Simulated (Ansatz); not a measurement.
TcAgO₄ (I4₁/a, No. 88, 12 atoms in the cell; start COD 2013356), treated with r²SCAN in Ansatz (plane waves, PAW).

Numerical settings: plane-wave cutoff 560 eV, 10×10×10 k mesh, Fermi–Dirac smearing 0.01 eV, no spin polarisation, scalar-relativistic PAW data made under PBE.

Cell (relaxed at this level):

```
AgTcO4
1.0
   -2.64550     2.64550     5.79692
    2.64550    -2.64550     5.79692
    2.64550     2.64550    -5.79692
Ag Tc O
2 2 8
Direct
  0.50000   0.50000   0.00000
  0.25000   0.75000   0.50000
  0.00000   0.00000   0.00000
  0.75000   0.25000   0.50000
  0.60035   0.46945   0.40272
  0.94764   0.85035   0.63090
  0.06673   0.19764   0.59728
  0.21945   0.31673   0.36910
  0.14965   0.78055   0.09728
  0.80236   0.39965   0.86910
  0.68327   0.05236   0.90272
  0.53055   0.93327   0.13090
```

### Question
Give the computed band gap, smallest direct gap on the k points sampled and Γ–Γ gap.

### Answer

band gap: 1.73 eV
smallest direct gap on the k points sampled: 1.90 eV
Γ–Γ gap: 2.11 eV

Note: the relaxation could not lower the start's symmetry, so a distorted cell can lie lower.

Spin–orbit coupling is not included.

The computed numbers hold no vibrational or temperature effects.

The result took roughly 8 core-minutes.

Ansatz is an electronic-structure program.
